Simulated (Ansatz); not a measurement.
# SiC, response to strain

The parent structure is SiC in the wurtzite structure (space group P6_3mc, No. 186; a = 3.056 Å, c = 5.016 Å). Axes: x lies along a and z along c of the hexagonal cell.

Strains are applied to the cell and any free atomic positions relax; under biaxial strain the out-of-plane vector relaxes too.

Method: LDA (Ansatz, a program for electronic structure), without spin-orbit coupling.

Notes on the quantities. pressure: mean of the normal stresses, compression positive.

```csv
change,band gap,out-of-plane strain,gap character,pressure
base,2.13 eV,–,"indirect, Γ → K",0.00 GPa
"biaxial strain +0.60 %, plane normal [001], relaxed out of plane",2.20 eV,-0.12 %,"indirect, Γ → K",-2.44 GPa
"biaxial strain +2.40 %, plane normal [001], relaxed out of plane",2.27 eV,-0.48 %,"indirect, Γ → K",-9.04 GPa
"biaxial strain +3.00 %, plane normal [001], relaxed out of plane",2.25 eV,-0.59 %,"indirect, Γ → M",-11.01 GPa
```

No phonon test of stability was made.
